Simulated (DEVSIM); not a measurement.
Structure: p-channel Si planar bulk MOSFET with SiO2, at 300 K.

| Property | Result |
|---|---|
| Gate length | 350 nm |
| Source drain length | 280 nm |
| Dielectric thickness | 9.1 nm |
| Lateral straggle | 25 nm |
| Underlap | 0 nm |
| Junction depth | 109.8 nm |
| Substrate depth | 746 nm |
| Gate work function | 5.16 eV |
| Source and drain doping | 6.5e19 cm⁻³, Gaussian tails under the gate |
| Body doping | 4e16 cm⁻³ |
| Lifetime | 5e-7 s |
| Supply | 3.3 V |
| Back or body bias | 0.5 V |

All mobilities are scaled by 1; velocity saturation, μ/(1 + (μE/vsat)^b)^(1/b) with b = 2 for electrons and 1 for holes and E the electric field along each mesh edge, is on. Mobility is μmin + (μ − μmin)/(1 + (N/Nref)^α).

This is a model device: material constants are rounded textbook-type values typed into the input, and sizes, dopings and lifetimes were drawn at random. Values at 300 K.

Si: gap (eV) 1.124, affinity (eV) 4.05, permittivity 11.7, Nc (cm⁻³) 2.86e19, Nv (cm⁻³) 3.1e19, μn (cm²/Vs) 1417, μp (cm²/Vs) 470, μn,min 52, μp,min 45, Nref,n 9.7e16, Nref,p 2.2e17, αn 0.68, αp 0.72, vsat,n (cm/s) 1e7, vsat,p (cm/s) 8.4e6. SiO2: gap (eV) 9, affinity (eV) 0.9, permittivity 3.9.

DEVSIM, 2D drift-diffusion, Boltzmann statistics, complete ionisation; no quantum confinement, tunnelling, impact ionisation, self-heating, contact resistance or fringe fields beside the gate. Metal contacts follow the ideal Schottky-Mott rule: no Fermi-level pinning, no interface dipoles.

Transfer curves, |Id| in μA/μm:

| Vg (V) | Vd = -0.05 V | Vd = -3.3 V |
|---|---|---|
| 0.495 | 4.793e-8 | 0.002704 |
| 0.33 | 4.145e-6 | 0.05199 |
| 0.165 | 0.0004263 | 0.9673 |
| 0 | 0.03955 | 7.810 |
| -0.165 | 1.211 | 22.83 |
| -0.33 | 4.510 | 42.78 |
| -0.495 | 7.927 | 65.86 |
| -0.66 | 11.10 | 91.19 |
| -0.825 | 14.04 | 118.3 |
| -0.99 | 16.79 | 146.7 |
| -1.155 | 19.38 | 176.3 |
| -1.32 | 21.83 | 206.8 |
| -1.485 | 24.15 | 238.2 |
| -1.65 | 26.37 | 270.2 |
| -1.815 | 28.49 | 302.9 |
| -1.98 | 30.52 | 336.1 |
| -2.145 | 32.48 | 369.7 |
| -2.31 | 34.37 | 403.8 |
| -2.475 | 36.19 | 438.3 |
| -2.64 | 37.96 | 473.1 |
| -2.805 | 39.67 | 508.2 |
| -2.97 | 41.33 | 543.5 |
| -3.135 | 42.94 | 579.2 |
| -3.3 | 44.51 | 615.0 |

**Question.** Work out the subthreshold swing at low drain bias from the rows at 0.33 and 0.165 V, and compare it with the thermal limit.

**Answer.** log10(0.0004263/4.145e-6) = 2.012 over 165 mV, so S = 82.0 mV/decade. The limit kT/q ln 10 is 59.5 mV/decade; the ratio is 1.38. This is the steepest step of the table.

**Question.** Find both thresholds at the constant current 0.1 μA × (1 μm/L) a micrometre, and the DIBL.

**Answer.** The current is 0.286 μA/μm. Interpolating ln Id gives -0.095 V and 0.234 V; their difference over the 3.25 V of drain bias is 100 mV/V.

Source and drain are degenerate, where Boltzmann statistics are only rough. The electric field that drives the saturation includes the junctions' built-in field, which lowers the mobility there even at small currents: subthreshold currents come out too low, a known weakness of this choice.
